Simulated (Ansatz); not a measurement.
For zinc-blende PbSe (model structure), PBE (Ansatz, a quantum-chemistry and plane-wave program, plane waves, PAW) gives:

| Item | Result |
|---|---|
| lattice constant a | 6.900 Å |
| formation enthalpy | -0.384 eV/atom |

### Question
What does r²SCAN (plane waves, PAW; Ansatz) give for the same quantities?

### Answer

- lattice constant a: 6.846 Å (shrinks by 0.8 %)
- formation enthalpy: -0.429 eV/atom (moves by -0.045 eV/atom)

Changes are worked out from the printed values.

Unless a cell is named, each level is at its own relaxed cell (PBE 41.06, r²SCAN 40.11 Å³/atom).

Levels without +SOC leave out spin–orbit coupling, which shifts energies and cells of such heavy elements.

Ansatz's density-functional and Hartree–Fock values are scalar-relativistic unless marked +SOC, with PAW data made under PBE.

A model structure was made by putting elements into a prototype or built by hand; it is no filed structure, need not be a known phase, and can be a saddle point held by its symmetry.
